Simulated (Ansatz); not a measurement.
The starting structures come from a database of crystals and need not be the phases stable at ambient conditions.

Tunnelling through a barrier is set by its complex band structure: the current falls as exp(−2κd) with the smallest κ.

Input:

```xyz
10
Lattice="6.2744 0.0000 0.0000 0.0000 6.2744 0.0000 3.1372 -3.1372 4.4367" Properties=species:S:1:pos:R:3 pbc="T T T"
Cs     3.1372     0.0000     2.2183
Cs     6.2744     3.1372     2.2183
Na     3.1372     3.1372     0.0000
In     0.0000     0.0000     0.0000
F      1.4839     1.4839     0.0000
F      4.7905     4.7905     0.0000
F      4.7905     1.4839     0.0000
F      1.4839     4.7905     0.0000
F      6.2744     0.0000     2.0985
F      3.1372     3.1372     2.3381
```

Space group of this cell: Fm-3m. The cell is taken as given.

Transport runs along the normal of the first two printed cell vectors, the (001) plane of the conventional cell.

The gap is the functional's own, uncorrected, and κ follows it; spin-orbit coupling is left out. Mid-gap values are interpolated between the computed energies.

**Question.** Give the band gap and the smallest decay constant κ at mid-gap that PBEsol in Ansatz (a first-principles code) yields.

**Answer.** Gap 5.50 eV on a 8×8×8 mesh; κ = 0.447 1/Å, at the zone centre.
